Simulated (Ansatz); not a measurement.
# RbBr: isotropic strain +1.50 %

Base system: RbBr in the rock salt structure (space group Fm-3m, No. 225; a = 7.018 Å).

One thing is altered: every lattice vector is stretched by 1.50 %; the atoms relax in the strained cell.

Calculations: PBE/PAW in Ansatz (a first-principles code), no SOC. Settings: 8×8×8 k-points, 0.05 eV Fermi–Dirac smearing.

```json
[
 {"quantity": "volume per atom", "base": "43.20 Å³", "changed": "45.17 Å³", "shift": "+1.97 Å³"},
 {"quantity": "space group", "base": "Fm-3m (No. 225)", "changed": "Fm-3m (No. 225)", "shift": "–"},
 {"quantity": "shortest interatomic distance", "base": "3.509 Å", "changed": "3.561 Å", "shift": "+0.0526 Å"},
 {"quantity": "energy relative to the base (free energy F)", "base": "0 meV/atom", "changed": "+3.0 meV/atom", "shift": "+3.0 meV/atom"},
 {"quantity": "pressure", "base": "0.00 GPa", "changed": "-0.47 GPa", "shift": "-0.47 GPa"},
 {"quantity": "band gap", "base": "4.19 eV", "changed": "4.09 eV", "shift": "-0.10 eV"},
 {"quantity": "gap character", "base": "direct at Γ", "changed": "direct at Γ", "shift": "–"},
 {"quantity": "mean gap deformation potential ΔEg/Δln V", "base": "–", "changed": "-2.3 eV", "shift": "–"},
 {"quantity": "electron mass", "base": "0.39 mₑ (at Γ)", "changed": "0.40 mₑ (at Γ)", "shift": "–"}
]
```

Final structure:

```
RbBr
1.0
    0.00000     3.56149     3.56149
    3.56149     0.00000     3.56149
    3.56149     3.56149     0.00000
Rb Br
1 1
Direct
  0.00000   0.00000   0.00000
  0.50000   0.50000   0.50000
```

Cost of the whole job for the changed cell (relaxation, final SCF and bands): very roughly 14 core-seconds.

Effective masses come from finite differences of ±0.01 Å⁻¹. No phonon test of stability was made.
